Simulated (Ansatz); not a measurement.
**One base run on BW (P-6m2, 2 atoms in the cell) and variants with one or two settings moved**

```
BW
1.0
    2.99965     0.00000     0.00000
   -1.49982     2.59777     0.00000
    0.00000     0.00000     2.92751
W B
1 1
Direct
  0.00000   0.00000   0.00000
  0.66667   0.33333   0.50000
```

Base run A: PBE run with Ansatz (a first-principles code), self-consistent single point.

Its settings: kpoints.mp_grid.grid = 10 10 9; hamiltonian.xc = pbe; hamiltonian.pseudopotentials = {kind: paw} (the program's default PAW files); scf.occupations.method = cold; scf.occupations.width = 0.2 eV.

The starting cell was generated: these elements placed on a structure prototype, without a prior relaxation; it need not be a known phase or ordering of this composition. Its lattice was rescaled by a random factor within 2.5 % of one. Spin polarisation is off. In the base run, with a pressure of about 4 GPa the cell is away from its equilibrium volume at this level. Ansatz's pressure includes its estimate of the finite-basis (Pulay) stress.

ΔF is the free energy per atom less that of run A. 

```tsv
run	change	ΔF (meV/atom)	pressure (GPa)	k-points	valence electrons
A	base	0.00	4.09	70	17
B	scf.occupations.method: cold → methfessel_paxton	-1.12	4.12	70	17
C	3 x 3 x 1 supercell at the zone centre alone; kpoints.mp_grid.grid: 10 10 9 → 1 1 1	293.9	13.28	1	153
D	scf.occupations.width: 0.2 eV → 0.5 eV	4.7	4.15	70	17
E	scf.convergence.dr2_threshold: default (1e-07 eV) → 1e-06 eV	0.00	4.09	70	17
F	kpoints.mp_grid.grid: 10 10 9 → 6 6 5	30.5	4.96	21	17
G	scf.mixing.algorithm: default (the program chose MSR1) → broyden	0.00	4.09	70	17
H	scf.self_checks: default → high	0.00	4.09	70	17
I	scf.mixing.preconditioner: default (the program chose none) → none	0.00	4.09	70	17
```

Run G against A: The free energy is nearly the same (within 1 meV/atom) and the pressure stays at 4.09 GPa.

Run B against A: The free energy goes down by 1.1 meV/atom and the pressure moves little (4.09 to 4.12 GPa).

Run D against A: The free energy rises by 4.7 meV/atom and the pressure stays near 4.15 GPa while the zz stress (positive for compression) goes from 11.91 to 10.89 GPa.

Keys are those of Ansatz 0.2.
